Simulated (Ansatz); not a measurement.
The reference is Eu in the bcc (W type) structure (space group Im-3m, No. 229; a = 4.236 Å; ferromagnetic).

Method: Ansatz (a quantum-chemistry and plane-wave program) PBEsol, without spin-orbit coupling.

One change was made to it. Results:

| quantity | base | after |
|---|---|---|
| shortest interatomic distance | 3.669 Å | 3.570 Å |
| largest site moment | 6.97 μB | 6.93 μB |

Problem. What was done to the base?
A) pressure −2 GPa
B) pressure 10 GPa
C) pressure 1.5 GPa

Solution. C, pressure 1.5 GPa. For comparison, the shortest interatomic distance in the other runs: pressure 10 GPa gives 3.261 Å; pressure −2 GPa gives 3.881 Å.

Other magnetic orders, which the real material may have, were not ruled out. The state of the 4f shell was not checked for lower solutions. Load acts through the strain it causes; cell and atoms are relaxed under it. Stability against distortions was not tested. No other phases were tried under pressure.
